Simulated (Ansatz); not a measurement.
```xyz
20
Lattice="22.5000 0.0000 0.0000 0.0000 22.5000 0.0000 0.0000 0.0000 3.6334" Properties=species:S:1:pos:R:3 pbc="T T T"
As    15.5095    12.1846     1.8167
As    16.5032    13.6089     3.6334
As    14.1466    14.5098     3.6334
As    14.1135    16.2461     1.8167
As    11.6774    15.5898     1.8167
As    10.6299    16.9751     3.6334
As     9.0449    15.0122     3.6334
As     7.3833    15.5172     1.8167
As     7.2547    12.9975     1.8167
As     5.6135    12.4294     3.6334
As     6.9905    10.3154     3.6334
As     5.9968     8.8911     1.8167
As     8.3534     7.9902     1.8167
As     8.3865     6.2539     3.6334
As    10.8226     6.9102     3.6334
As    11.8701     5.5249     1.8167
As    13.4551     7.4878     1.8167
As    15.1167     6.9828     3.6334
As    15.2453     9.5025     3.6334
As    16.8865    10.0706     1.8167
```

Method: PBE (plane waves to 420 eV, PAW; Ansatz, an electronic-structure program). Mesh 1×1×10. No spin polarisation. Periodic along z alone, with about 11 Å of vacuum beside it. A hypothetical model, rolled from the flat sheet. Only distortions within the start's symmetry and period were free. Values not marked SOC lack spin–orbit coupling.

Tabulate the two highest filled and two lowest empty levels along the axis, from the valence top.


```
k (2π/c)  v2 (eV)  v1 (eV)  c1 (eV)  c2 (eV)
--------  -------  -------  -------  -------
0.000       -0.22     0.00     1.70     1.70
0.042       -0.25    -0.12     1.81     1.81
0.083       -0.22    -0.22     2.12     2.12
0.125       -0.21    -0.21     2.48     2.51
0.167       -0.23    -0.23     2.23     2.23
0.208       -0.29    -0.29     1.98     1.98
0.250       -0.41    -0.41     1.82     1.82
0.292       -0.51    -0.42     1.76     1.76
0.333       -0.54    -0.41     1.80     1.80
0.375       -0.61    -0.45     1.80     1.80
0.417       -0.72    -0.55     1.85     1.85
0.458       -0.86    -0.69     1.96     1.96
0.500       -0.85    -0.85     2.12     2.12
```
